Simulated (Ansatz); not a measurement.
Results of r²SCAN (Ansatz, a quantum-chemistry and plane-wave program, PAW) for K2SO4 (Pnma, No. 62).

Numerical settings: plane-wave cutoff 560 eV, 6×6×4 k mesh (along the axes of the cell as run), Fermi–Dirac smearing 0.01 eV, scalar-relativistic PAW data made under PBE.

Properties against volume:

Shape and atoms are relaxed at each volume.

```
V (Å³/atom)  P (GPa)  direct gap at Γ (eV)
-----------  -------  --------------------
14.735          1.57                 6.536
15.042          0.73                 6.409
15.349          0.00                 6.287
15.656         -0.64                 6.169
15.963         -1.20                 6.054
```

A straight line through the gaps at Γ against ln V gives a volume deformation potential dE_g(Γ)/d ln V of -6.0 eV: the gap at Γ widens under compression.

Note: the relaxation could not lower the start's symmetry, so the cell can be a saddle point above a distorted one; the bulk modulus comes from volumes at which shape and atoms were relaxed.
